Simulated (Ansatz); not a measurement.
Band-edge transport in semiconductors and insulators: compounds that share space group F-43m and stoichiometry, PBE with spin-orbit coupling, rigid bands (Ansatz, an electronic-structure program); geometry: cell and atoms relaxed with PBEsol.

| Compound | volume per atom (Å³) | band gap | electron conductivity mass | hole conductivity mass | Seebeck coefficient, n-type 1e19 cm⁻³ |
|---|---|---|---|---|---|
| BAs | 13.5 | 1.12 eV | 0.31 mₑ | 0.35 mₑ | -324 μV/K |
| SiC | 10.3 | 1.36 eV | 0.30 mₑ | 0.71 mₑ | -250 μV/K |
| BP | 11.5 | 1.21 eV | 0.33 mₑ | 0.43 mₑ | -338 μV/K |
| GaP | 20.1 | 1.55 eV | 0.35 mₑ | 0.49 mₑ | -335 μV/K |
| CdTe | 34.2 | 0.49 eV | [?] | [?] | -48 μV/K |
| GaAs | 22.6 | 0.39 eV | 0.035 mₑ | 0.41 mₑ | [?] |
| InP | 25.4 | 0.64 eV | 0.064 mₑ | 0.57 mₑ | -47 μV/K |

Task: Fill in the missing entries.

Result: 
- CdTe, electron conductivity mass: 0.064 mₑ
- CdTe, hole conductivity mass: 0.55 mₑ
- GaAs, Seebeck coefficient, n-type 1e19 cm⁻³: -34 μV/K

Masses are for dilute carriers at 300 K, harmonic means over directions unless an axis is named. Seebeck coefficients are for the stated density at 300 K, with one relaxation time for all states and whether or not that doping can be reached.
